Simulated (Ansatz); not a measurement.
The starting structures come from a database of crystals and need not be the phases stable at ambient conditions.

The decay constant κ of evanescent states in the gap governs leakage through a thin film.

```xyz
4
Lattice="4.0399 0.0000 0.0000 0.0000 4.9298 0.0000 2.0199 0.0000 3.4986" Properties=species:S:1:pos:R:3 pbc="T T T"
Y      2.0199     1.2325     1.1662
Y      4.0399     3.6974     2.3324
N      2.0199     3.6974     1.1662
N      4.0399     1.2325     2.3324
```

Space group of this cell: P6_3/mmc. The cell is taken as given; by r2SCAN its mean pressure is -2.1 GPa.

Transport runs along the normal of the first two printed cell vectors, the (100) plane of the conventional cell.

No gap correction and no spin-orbit coupling; mid-gap values are interpolated between computed energies.

Task: Predict the band gap and the smallest decay constant κ at mid-gap from r2SCAN run with Ansatz (a program for electronic structure).

Result: Gap 1.19 eV on a 10×6×10 mesh; κ = 0.267 1/Å, at (0.375, 0.000) of the in-plane reciprocal vectors. At the zone centre, at the nearest computed energy, the slowest state has κ = 0.31 1/Å.
